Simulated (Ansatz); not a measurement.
The reference is BP in the zinc blende structure (space group F-43m, No. 216).

```yaml
crystal:
  lattice:
    - [0.00000, 2.26010, 2.26010]
    - [2.26010, 0.00000, 2.26010]
    - [2.26010, 2.26010, 0.00000]
  atoms:
    - { symbol: B, position: [0.00000, 0.00000, 0.00000] }
    - { symbol: P, position: [0.25000, 0.25000, 0.25000] }
```

Cartesian axes are those of the cell as printed.

Level of theory: PBEsol (Ansatz, a first-principles code), no spin-orbit coupling.

Base values:

- Smallest direct gap: 3.38 eV

Now apply this change: the cell is stretched by 1.50 % along z with no lateral relaxation; the atoms relax in the strained cell.

Question: How does this affect the energy relative to the base?

Answer: The energy grows by 2.8 meV/atom.

Question: What does the calculation give for the smallest direct gap after the change?

Answer: The smallest direct gap shrinks by 0.10 eV, from 3.38 eV to 3.28 eV.

Question: Estimate the effect on the stress.

Answer: The stress (xx, yy, zz, yz, xz, xy; compression positive) comes out as (-1.13, -1.13, -5.12, 0.00, 0.00, 0.00) GPa.

Gaps are read on the SCF mesh and a high-symmetry path. Whether these cells are dynamically stable was not tested.
